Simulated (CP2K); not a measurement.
Band structure of CdS (P6_3mc, 8 atoms in the cell).

```xyz
8
Lattice="4.1822 0.0000 0.0000 -2.0911 3.6219 0.0000 0.0000 0.0000 13.6914" Properties=species:S:1:pos:R:3 pbc="T T T"
Cd     0.0000     0.0000     0.0000
Cd     0.0000     0.0000     6.8457
Cd     2.0911     1.2073    10.2710
Cd     0.0000     2.4146     3.4253
S      0.0000     0.0000    11.1196
S      0.0000     0.0000     4.2739
S      2.0911     1.2073     7.7122
S      0.0000     2.4146     0.8665
```

Method: PBE, GPW, DZVP-MOLOPT-SR-GTH basis, GTH-PBE potentials (GTH_POTENTIALS) (CP2K).

Settings: CUTOFF = 500 Ry; REL_CUTOFF = 40 Ry; SMEAR/METHOD = GAUSSIAN; SIGMA = 0.1 eV; KPOINTS/SCHEME = MONKHORST-PACK 6 6 2; GAMMA_CENTERED = T; XC_FUNCTIONAL = PBE; Cd/BASIS_SET = DZVP-MOLOPT-SR-GTH-q12; Cd/POTENTIAL = GTH-PBE-q12; S/BASIS_SET = DZVP-MOLOPT-SR-GTH-q6; S/POTENTIAL = GTH-PBE-q6; METHOD = GPW; EPS_DEFAULT = 1e-10; EXTRAPOLATION = USE_GUESS.

The starting cell was generated: these elements placed on a structure prototype, without a prior relaxation; it need not be a known phase or ordering of this composition. Its lattice was rescaled by a random factor within 2.5 % of one. Values carry the incompleteness of an atom-centred basis.

Task: Predict the gap along the standard path and the places of the band edges.

Result: The gap along the path is 1.04 eV, direct at Γ to within 0.01 eV.

Levels in eV from the top of the valence band on the SCF mesh, bands 33 to 37:
```json
[
 {"point": "Γ", "33": "-0.36", "34": "-0.04", "35": "0.00", "36": "0.00", "37": "1.04"},
 {"point": "M", "33": "-1.27", "34": "-1.25", "35": "-0.88", "36": "-0.71", "37": "3.12"},
 {"point": "K", "33": "-1.78", "34": "-1.37", "35": "-1.37", "36": "-1.09", "37": "4.33"},
 {"point": "A", "33": "-0.11", "34": "-0.11", "35": "-0.11", "36": "-0.11", "37": "1.92"},
 {"point": "L", "33": "-1.17", "34": "-1.17", "35": "-0.88", "36": "-0.88", "37": "3.51"},
 {"point": "H", "33": "-1.43", "34": "-1.43", "35": "-1.27", "36": "-1.27", "37": "4.51"}
]
```

Higher empty bands are left out: an atom-centred basis made for the valence describes them poorly.
